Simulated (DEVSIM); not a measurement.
Device: Si n+/n-/n+ resistor, at 300 K.

| layer (left to right) | material | thickness (μm) | Nd (cm⁻³) | τn (s) | τp (s) |
|---|---|---|---|---|---|
| 1 | Si | 0.550 | 9.5e17 | 0.00018 | 0.00018 |
| 2 | Si | 0.330 | 4.6e12 | 0.00018 | 0.00018 |
| 3 | Si | 0.900 | 2.6e18 | 0.00018 | 0.00018 |

Left contact: ohmic. Right contact: ohmic. Voltage is applied to the left contact. Recombination: SRH at mid-gap. Mobility is μmin + (μ − μmin)/(1 + (N/Nref)^α).

Constants are typed, rounded textbook-type inputs, not results; the design itself was drawn at random and stands for no fabricated device. Values at 300 K.

| parameter | Si |
|---|---|
| gap (eV) | 1.124 |
| affinity (eV) | 4.05 |
| permittivity | 11.7 |
| Nc (cm⁻³) | 2.86e19 |
| Nv (cm⁻³) | 3.1e19 |
| μn (cm²/Vs) | 1417 |
| μp (cm²/Vs) | 470 |
| μn,min | 52 |
| μp,min | 45 |
| Nref,n | 9.7e16 |
| Nref,p | 2.2e17 |
| αn | 0.68 |
| αp | 0.72 |

DEVSIM, 1D drift-diffusion, Boltzmann statistics, complete ionisation; no tunnelling, impact ionisation, image-force lowering or self-heating.

Problem. Give the dark forward current.

Solution. 
(V (V), J (A/cm²)): (0.05, 1700); (0.10, 3400); (0.20, 7400); (0.25, 9700); (0.35, 15000); (0.40, 17000); (0.50, 23000); (0.55, 27000); (0.65, 34000); (0.70, 37000); (0.75, 41000); (0.85, 49000); (0.90, 53000); (1.00, 62000); (1.05, 66000); (1.15, 76000); (1.20, 80000); (1.30, 90000); (1.35, 95000); (1.40, 100000); (1.50, 110000); (1.55, 120000); (1.65, 130000); (1.70, 130000); (1.80, 150000); (1.85, 150000); (1.95, 160000); (2.00, 170000)
